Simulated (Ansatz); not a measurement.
GePd (Pnma, No. 62) was calculated with r²SCAN in Ansatz (plane waves, PAW).

Settings: plane-wave cutoff 560 eV, 10×16×10 k mesh (along the axes of the cell as run), Fermi–Dirac smearing 0.05 eV, scalar-relativistic PAW data made under PBE.

Cell (relaxed at this level):

```xyz
8
Lattice="5.7790 0.0000 0.0000 0.0000 3.5604 0.0000 0.0000 0.0000 6.2840" Properties=species:S:1:pos:R:3 pbc="T T T"
Ge     4.7064     2.6703     3.6307
Ge     1.0726     0.8901     2.6533
Ge     3.9621     0.8901     0.4887
Ge     1.8169     2.6703     5.7953
Pd     5.7611     2.6703     1.2020
Pd     0.0179     0.8901     5.0819
Pd     2.9074     0.8901     4.3440
Pd     2.8716     2.6703     1.9400
```

What does this level give for the bulk modulus?


* **bulk modulus**: 136 GPa

The run finds no gap.

Note: the bulk modulus is −V dP/dV from two relaxed cells at ±2 % in volume; the relaxation could not lower the start's symmetry, so the cell can be a saddle point above a distorted one.

The computed numbers hold no vibrational or temperature effects.

Ansatz is a first-principles code.
